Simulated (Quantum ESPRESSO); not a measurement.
Worked example: self-consistent single point of LaCu2Ge2 (I4/mmm, 5 atoms in the cell) in Quantum ESPRESSO.

Method: LDA (PZ), PSlibrary ultrasoft (LDA) pseudopotentials (plane waves; Quantum ESPRESSO).

```
La(CuGe)2
1.0
   -2.11040     2.11040     5.06618
    2.11040    -2.11040     5.06618
    2.11040     2.11040    -5.06618
La Cu Ge
1 2 2
Direct
  0.00000   0.00000   0.00000
  0.25000   0.75000   0.50000
  0.75000   0.25000   0.50000
  0.62606   0.62606   0.00000
  0.37394   0.37394   0.00000
```

Reference input (self-consistent single point, DFT, LDA (PZ), plane waves, PSlibrary ultrasoft (LDA) pseudopotentials): ecutwfc = 85 Ry; ecutrho = 595 Ry; occupations = smearing; smearing = gauss; degauss = 0.0036749 Ry; K_POINTS = automatic 7 7 7 0 0 0; conv_thr = 1e-10 Ry; mixing_beta = 0.4. This run's input differs from it in these lines:

```diff
@@ -37,3 +37,3 @@
 K_POINTS {automatic}
-7 7 7  0 0 0
+5 5 5  0 0 0
```

The program printed (abridged):

```
     Self-consistent Calculation

     iteration #  1     ecut=    85.00 Ry     beta= 0.40

     total energy              =    -393.15813567 Ry
     estimated scf accuracy    <       0.41596182 Ry

     iteration #  2     ecut=    85.00 Ry     beta= 0.40

     total energy              =    -393.29891969 Ry
     estimated scf accuracy    <       0.58820536 Ry

     iteration #  3     ecut=    85.00 Ry     beta= 0.40

     total energy              =    -393.34931558 Ry
     estimated scf accuracy    <       0.03437751 Ry

   [... 13 blocks of this kind left out ...]

     iteration # 17     ecut=    85.00 Ry     beta= 0.40

     total energy              =    -393.35684699 Ry
     estimated scf accuracy    <          4.1E-10 Ry

     iteration # 18     ecut=    85.00 Ry     beta= 0.40
     End of self-consistent calculation

     the Fermi energy is    10.7672 ev

!    total energy              =    -393.35684699 Ry
     estimated scf accuracy    <          1.2E-12 Ry
     smearing contrib. (-TS)   =      -0.00029947 Ry
     internal energy E=F+TS    =    -393.35654751 Ry

     convergence has been achieved in  18 iterations

     Forces acting on atoms (cartesian axes, Ry/au):

     atom    1 type  1   force =     0.00000000    0.00000000    0.00000000
     atom    2 type  2   force =     0.00000000    0.00000000    0.00000000
     atom    3 type  2   force =    -0.00000000   -0.00000000    0.00000000
     atom    4 type  3   force =     0.00000000   -0.00000000    0.00804379
     atom    5 type  3   force =     0.00000000    0.00000000   -0.00804379

     Total force =     0.011376     Total SCF correction =     0.000001

          total   stress  (Ry/bohr**3)                   (kbar)     P=      -51.22
  -0.00036327   0.00000000   0.00000000          -53.44        0.00        0.00
   0.00000000  -0.00036327   0.00000000            0.00      -53.44        0.00
   0.00000000   0.00000000  -0.00031798            0.00        0.00      -46.78

   JOB DONE.
```

The run converged in 18 iterations. Against the reference run the free energy drops by 1.7 meV/atom, the pressure moves little (-5.04 to -5.12 GPa) and the largest force goes from 0.106 to 0.207 eV/Å. The full log also holds: “c_bands:  2 eigenvalues not converged”.

The starting cell comes from a database of computed structures (which also holds hypothetical and non-ambient phases and stackings), without a prior relaxation at this level. Spin polarisation is off. With a pressure of about -5 GPa the cell is away from its equilibrium volume at this level.

Cost on one core of a shared machine: roughly 5 min.
